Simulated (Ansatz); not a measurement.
# A self-consistent single point of Ta3Re (I4mm, 4 atoms in the cell) with Ansatz

Computed with PBEsol, default PAW files made with PBE (plane waves; Ansatz, an electronic-structure program).

The input file:

Ansatz 0.2 input:
```yaml
# Ta3Re
crystal:
  lattice:
    - [0.000000, 3.253703, 3.253703]
    - [3.253703, 0.000000, 3.253703]
    - [3.253703, 3.253703, 0.000000]
  atoms:
    - { symbol: Ta, position: [0.250000, 0.250000, 0.250000] }
    - { symbol: Ta, position: [0.750000, 0.750000, 0.750000] }
    - { symbol: Ta, position: [0.507684, 0.507684, 0.492316] }
    - { symbol: Re, position: [0.000000, 0.000000, 0.000000] }
basis:
  ecutwfc: 420.0
kpoints:
  mp_grid: { grid: [9, 9, 9] }
hamiltonian:
  xc: pbesol
  pseudopotentials: { kind: paw }
scf:
  occupations: { method: fermi_dirac, width: 0.1 }
output:
  forces: true
  eigenvalues: true
  stress: true
```

Output, abridged:

```
WARN ansatz: RAYON_NUM_THREADS=1 ignored (pool sized by the plan → 1); use --threads N
Pseudopotentials: kind: paw
Pseudopotential: Ta, paw, valence charge 13
Pseudopotential: Re, paw, valence charge 15
Crystal: 4 atoms, lattice volume = 68.891 Å³
Basis set: ecut = 420 eV, 1363 PW (Γ), exchange–correlation on 64×64×64 points (8 copies of the dense FFT grid, shifted against one another)
Bands: 33, of which v1, the nominal top of the filled ones, is band 27 counted from 1 (26 counted from 0)
Symmetry: 8 space group operations
Space group: I4mm (ITA 107), of the structure as read, at distance tolerance 4.1e-5 Å
k-points: 75 of 729 (time reversal used)
PAW frozen core: Ta, regenerated for the run's functional, and the local potential with it
PAW frozen core: Re, regenerated for the run's functional, and the local potential with it
Initial density: superposition of atomic densities (neutral atoms: chi_scale 0, normalization atom), corrected by the library's trained network
Initial wavefunctions: pseudopotential atomic-orbital guess
Eigensolver: davidson
Functional: x = pbesol(κ = 0.804, μ = 0.12345679012345678), c = pbesol(β = 0.046)
SCF iter   1: F=—  HF=-40157.601325 eV  |F-HF|=—  |Δ(HF+E_count)|=         —  Δρ=7.80e-3  dr2=9.20e-2  ethr=1.77e-3  ⟨swp⟩=4.3  Hψ=8687  notcnv=0
all-band conjugate gradients solve this SCF's bands
preconditioner: auto → Kerker (q_TF=auto, 2.620 Å⁻¹)
SCF iter   2: F=—  HF=-40157.592000 eV  |F-HF|=—  |Δ(HF+E_count)|=   9.33e-3  Δρ=3.94e-3  dr2=2.34e-2  ethr=1.70e-4  ⟨swp⟩=1.1  Hψ=3084  notcnv=0
SCF iter   3: F=—  HF=-40157.588375 eV  |F-HF|=—  |Δ(HF+E_count)|=   3.62e-3  Δρ=4.52e-4  dr2=1.69e-4  ethr=4.33e-5  ⟨swp⟩=2.0  Hψ=2984  notcnv=0
SCF iter   4: F=—  HF=-40157.588345 eV  |F-HF|=—  |Δ(HF+E_count)|=   2.99e-5  Δρ=4.76e-5  dr2=1.55e-6  ethr=3.13e-7  ⟨swp⟩=2.0  Hψ=3297  notcnv=0
SCF iter   5: F=—  HF=-40157.588347 eV  |F-HF|=—  |Δ(HF+E_count)|=   1.65e-6  Δρ=1.12e-5  dr2=6.38e-8  ethr=2.86e-9  ⟨swp⟩=2.0  Hψ=3324  notcnv=0
SCF iter   6: F=-40157.588347 eV  HF=-40157.588347 eV  |F-HF|=1.37e-9  |Δ(HF+E_count)|=   4.23e-9  Δρ=1.80e-6  dr2=2.48e-9  ethr=1.18e-10  ⟨swp⟩=3.3  Hψ=10016  notcnv=0
SCF 1 converged in 6 iterations: F = -40157.588347 eV  dr2 = 2.48e-9
SCF converged after 6 iterations
Free energy (F): -40157.588347 eV
Harris-Foulkes:  -40157.588347 eV  (|F-HF|=1.37e-9)
Internal energy: -40157.484851 eV  (E = F + TS)
E sigma→0 (E₀):  -40157.536599 eV
Entropy (-TS):   -0.103496 eV (-25.874 meV/atom)
Fermi energy:    19.603676 eV
--- Per-component energies (eV) ---
  E_band       = -411.493669
  E_kinetic    = 1635.935562
  E_local      = -2486.424428  (includes V_loc(G=0)·N_el)
  E_nonlocal   = 104.030581
  E_hartree    = 870.237447
  E_xc         = -1051.166498
  E_vxc        = -914.169776  (∫ρ·V_xc dr)
  E_paw        = -33348.732982  (= ΣΔE_a)
  E_vpaw       = -491.340150  (= ΣTr[D̂ρ^β])
  E_aug_tail   = 0.000342  (compensation charges beyond the density's cutoff)
  E_ewald      = -5882.239076
  E_core_change = 0.874201  (= ΣΔE_core)
  E_smearing   = -0.103496  (= −TS)
  E_closure    = 0.000000  (closes the sum)
  Σ components = -40157.588347   (vs F -40157.588347, Δ=0.00e0)
--- Forces (eV/Å), atoms counted from 1 ---
  atom   1  Ta    -0.00000000    -0.00000000     0.29597437
  atom   2  Ta     0.00000000     0.00000000     0.29597437
  atom   3  Ta     0.00000000     0.00000000    -0.71036828
  atom   4  Re     0.00000000     0.00000000     0.11842360
  max |Σ_I F_I| component: 4.06e-6 eV/Å
--- Stress (GPa, compression-positive) ---
       -8.104270       0.000000      -0.000000
        0.000000      -8.104270       0.000000
       -0.000000      -0.000000      -8.165524
  P = ⅓ Tr σ = -8.1247 GPa (-81.247 kbar)
  The stress holds the Pulay correction. Without it, at fixed plane waves, as pw.x and ABINIT print it: P = -8.1980 GPa
--- Band table (eV; the first three rows and the last of 75) ---
  k-point 0: bands = ["-59.9295", "-47.5818", "-47.5271", "-47.2708", "-21.7934", "-21.7933", "-21.7933", "-14.2942", "-14.2942", "-14.2750", "-14.2040", "-14.1894", "-14.1894", "-13.6014", "-13.5956", "-13.5956", "11.2263", "15.1533", "15.1582", [...]
  k-point 1: bands = ["-59.9295", "-47.5790", "-47.5280", "-47.2729", "-21.7937", "-21.7936", "-21.7932", "-14.3442", "-14.3189", "-14.3002", "-14.1764", "-14.1667", "-14.1222", "-13.6224", "-13.5951", "-13.5927", "11.4370", "15.2903", "15.2947", [...]
  k-point 2: bands = ["-59.9295", "-47.5713", "-47.5305", "-47.2785", "-21.7944", "-21.7943", "-21.7929", "-14.3797", "-14.3611", "-14.3426", "-14.1341", "-14.1300", "-14.0541", "-13.6639", "-13.5877", "-13.5852", "12.0360", "15.6825", "15.6849", [...]
  k-point 74: bands = ["-59.9294", "-47.5464", "-47.5374", "-47.2976", "-21.7995", "-21.7991", "-21.7885", "-14.5330", "-14.5305", "-14.2442", "-14.0657", "-13.9886", "-13.9554", "-13.8192", "-13.5450", "-13.5375", "14.6274", "14.7782", "15.4255", [...]
```

The run converged in 6 iterations.

The starting cell comes from a database of computed structures (which also holds hypothetical and non-ambient phases and stackings), without a prior relaxation at this level. Its lattice was rescaled by up to half a per cent. One atom was moved a little off its site on purpose. Spin-orbit coupling is off. Spin polarisation is off. With a pressure of about -8 GPa the cell is away from its equilibrium volume at this level. Ansatz's pressure includes its estimate of the finite-basis (Pulay) stress.
